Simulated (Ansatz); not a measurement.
Take MgTe in the zinc blende structure (space group F-43m, No. 216) as the base.

```xyz
2
Lattice="0.0000 3.2192 3.2192 3.2192 0.0000 3.2192 3.2192 3.2192 0.0000" Properties=species:S:1:pos:R:3 pbc="T T T"
Mg     0.0000     0.0000     0.0000
Te     1.6096     1.6096     1.6096
```

Cartesian axes are those of the cell as printed.

All numbers come from plane-wave PAW DFT at the PBEsol level (Ansatz, a quantum-chemistry and plane-wave program, 420 eV), spin-orbit coupling left out, earlier PAW set.

Modification: uniaxial strain ε_xx = −1.26 %, all other strain components held at zero, atoms relaxed at fixed cell.

Predict the stress tensor and what it implies for the stiffness.

Stress of the strained cell less that of the base (GPa, compression positive):
```
   0.58    0.00    0.00
   0.00    0.41    0.00
   0.00    0.00    0.41
```

Then −Δσ_ii/ε with ε = -0.0126 gives secant stiffness values (nonlinear terms included at this strain): C11 ≈ 46 GPa, C12 ≈ 33 GPa and C13 ≈ 33 GPa.

Stability against distortions was not tested.
